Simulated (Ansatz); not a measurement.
**GaN: isotropic strain −2.50 %**

Consider GaN in the zinc blende structure (space group F-43m, No. 216; a = 4.549 Å).

Now apply this change: every lattice vector is shortened by 2.50 %, atoms relaxed at fixed cell.

The values are results of Ansatz (an electronic-structure program), PBE, PAW, cutoff 420 eV, without spin-orbit coupling, not measurements. Γ-centred 12×12×12 mesh, Fermi–Dirac width 0.05 eV.

```json
[
 {"quantity": "volume per atom", "base": "11.76 Å³", "changed": "10.90 Å³", "shift": "-0.86 Å³"},
 {"quantity": "space group", "base": "F-43m (No. 216)", "changed": "F-43m (No. 216)", "shift": "–"},
 {"quantity": "shortest interatomic distance", "base": "1.970 Å", "changed": "1.920 Å", "shift": "-0.0492 Å"},
 {"quantity": "energy relative to the base (free energy F)", "base": "0 meV/atom", "changed": "+39 meV/atom", "shift": "+39 meV/atom"},
 {"quantity": "pressure", "base": "0.00 GPa", "changed": "15.45 GPa", "shift": "+15.45 GPa"},
 {"quantity": "band gap", "base": "1.54 eV", "changed": "2.03 eV", "shift": "+0.485 eV"},
 {"quantity": "gap character", "base": "direct at Γ", "changed": "direct at Γ", "shift": "–"},
 {"quantity": "mean gap deformation potential ΔEg/Δln V", "base": "–", "changed": "-6.4 eV", "shift": "–"},
 {"quantity": "width of the top valence band", "base": "3.50 eV", "changed": "3.88 eV", "shift": "+0.38 eV"},
 {"quantity": "electron mass", "base": "0.14 mₑ (at Γ)", "changed": "0.18 mₑ (at Γ)", "shift": "–"},
 {"quantity": "hole mass (degenerate bands, along [100])", "base": "0.14, 0.90, 0.90 mₑ (at Γ)", "changed": "0.18, 0.85, 0.85 mₑ (at Γ)", "shift": "–"},
 {"quantity": "valley order (the lowest conduction-band minima on the path, energy above the VBM, named in the base's zone)", "base": "Γ 1.54 eV; X along ⟨100⟩ 3.35 eV", "changed": "Γ 2.03 eV; X along ⟨100⟩ 3.37 eV", "shift": "–"}
]
```

Cost of the whole job for the changed cell (relaxation, final SCF and bands): about 5 core-seconds (a rough figure).

Effective masses come from finite differences of ±0.01 Å⁻¹. Whether these cells are dynamically stable was not tested. This is not the structure that GaN has at room temperature and ambient pressure.
